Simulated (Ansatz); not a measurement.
We consider MgO (model structure, started from the BeO type, P4₂/mnm, No. 136, 8 atoms in the cell), described by r²SCAN+rVV10 (Ansatz, a program for electronic structure, PAW).

Numerical settings: plane-wave cutoff 560 eV, 6×6×10 k mesh (along the axes of the cell as run), Fermi–Dirac smearing 0.01 eV, scalar-relativistic PAW data made under PBE.

Cell (relaxed at this level):

Space group P4₂/mnm (No. 136); a = b = 5.482 Å, c = 3.265 Å, α = β = γ = 90.00°

```
atom  site  symmetry       x       y       z
----  ----  --------  ------  ------  ------
Mg      4g      m.2m  0.1793  0.1793  0.5000
O       4f      m.2m  0.3161  0.3161  0.0000
```

Give the computed band gap and smallest direct gap on the k points sampled.


- band gap: 4.12 eV
- smallest direct gap on the k points sampled: 4.13 eV

Note: the relaxation could raise the start's symmetry but not lower it, so the cell can be a saddle point.

Computed values are for the static lattice.

The result took very roughly 60 core-seconds.

A model structure was made by putting elements into a prototype or built by hand; it is no filed structure, need not be a known phase, and can be a saddle point held by its symmetry.
